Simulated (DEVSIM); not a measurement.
Structure: Ti/AlN/p-Ge capacitor, at 400 K.

```tsv
layer (left to right)	material	thickness (nm)	Na (cm⁻³)
1	AlN	12.0	-
2	Ge	6600	8e15
```

Metal gate on the left, work function 4.33 eV. Fixed charge at the semiconductor interface 0 cm⁻² (in units of +e); no interface traps.

The device is made up for the run: typed textbook-type constants, with dimensions and the other settings drawn at random. Values at 300 K; Nc and Nv go as T^1.5, mobilities as T to minus their exponent, the gap by Varshni's rule with the affinity fixed.

```
parameter         AlN        Ge
----------------  ---  --------
gap (eV)          6.1     0.664
affinity (eV)     1.9         4
permittivity      8.5        16
Nc (cm⁻³)           -   1.04e19
Nv (cm⁻³)           -      6e18
Varshni α (eV/K)    -  0.000477
Varshni β (K)       -       235
```

DEVSIM, 1D Poisson equation in equilibrium, Boltzmann statistics, complete ionisation; no quantum confinement or tunnelling. Metal contacts follow the ideal Schottky-Mott rule: no Fermi-level pinning, no interface dipoles.

The gate work function was swept, all else fixed.

```csv
gate work function (eV),threshold voltage (band bending 2φF) (V),flat-band voltage (V)
4.03,-0.20,-0.35
4.18,-0.05,-0.20
4.33,0.10,-0.05
4.48,0.25,0.10
4.63,0.40,0.25
```

From the first row to the last the threshold voltage (band bending 2φF) goes from -0.20 to 0.40. From the first row to the last the flat-band voltage goes from -0.35 to 0.25.
